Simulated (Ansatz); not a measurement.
Take BeTe in the zinc blende structure (space group F-43m, No. 216; a = 5.6046 Å) as the base.

One thing is altered: every lattice vector is shortened by 1.33 %; the atoms relax in the strained cell.

Levels (all Ansatz, a quantum-chemistry and plane-wave program, PAW, earlier PAW set): PBEsol (420 eV, scalar-relativistic without spin-orbit coupling); HSE06 (420 eV, no SOC).

The geometry is relaxed with PBEsol.

```
Item               Value
---------------  -------
PBEsol band gap  1.73 eV
```

Problem. Predict the band gap from HSE06.

Solution. The band gap increases by 0.78 eV (1.73 eV → 2.51 eV).

Single points use the geometry relaxed with PBEsol. HSE06 was sampled on its mesh, a few special points and the semilocal edge points, so its gap is an upper bound. Spin-orbit coupling, missing from the scalar runs, can matter with Te. Stability against distortions was not tested.
